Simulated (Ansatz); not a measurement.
**Equilibrium lattice constant a of ZnSe (model structure, started from the BN type, Pm-3n, No. 223, 12 atoms in the cell) at several levels of theory**

No measured value is used here.

```json
[
 {"level (code)": "LDA (Ansatz)", "value (Å)": "(withheld)"},
 {"level (code)": "PBE (Ansatz)", "value (Å)": "(withheld)"},
 {"level (code)": "PBEsol (Ansatz)", "value (Å)": "6.946"},
 {"level (code)": "PBE-D3(BJ) (Ansatz)", "value (Å)": "6.987"},
 {"level (code)": "r²SCAN (Ansatz)", "value (Å)": "6.983"},
 {"level (code)": "r²SCAN+rVV10 (Ansatz)", "value (Å)": "6.955"}
]
```

Q: Complete the blanks.

A: 
- LDA (Ansatz, a program for electronic structure), value (Å): 6.866
- PBE (Ansatz), value (Å): 7.061

Cutoffs differ between the levels. Ansatz's density-functional and Hartree–Fock values are scalar-relativistic unless marked +SOC, with PAW data made under PBE.

A model structure was made by putting elements into a prototype or built by hand; it is no filed structure, need not be a known phase, and can be a saddle point held by its symmetry.
